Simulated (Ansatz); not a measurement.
Cells marked so need not be the phases stable at ambient conditions, and some may be hypothetical.

No gap correction and no spin-orbit coupling; mid-gap values are interpolated between computed energies.

A. LiMgBN$_{2}$ (I-4m2, not sure to be the ambient phase, 5 atoms a cell, 13.0 Å³ an atom, -3 GPa at this level), along the normal of (001)
B. K4Br2O (I4/mmm, not sure to be the ambient phase, 7 atoms a cell, 31.2 Å³ an atom), along the normal of (110)
C. CsAuBr3 (I4/mmm, not sure to be the ambient phase, 10 atoms a cell, 35.0 Å³ an atom), along the normal of (110)

### Question
Rank these by mid-gap decay constant of the slowest evanescent state (lowest first), as r2SCAN run with Ansatz (a program for electronic structure) gives it.

### Answer
C (0.08 1/Å), B (0.23 1/Å), A (0.40 1/Å)
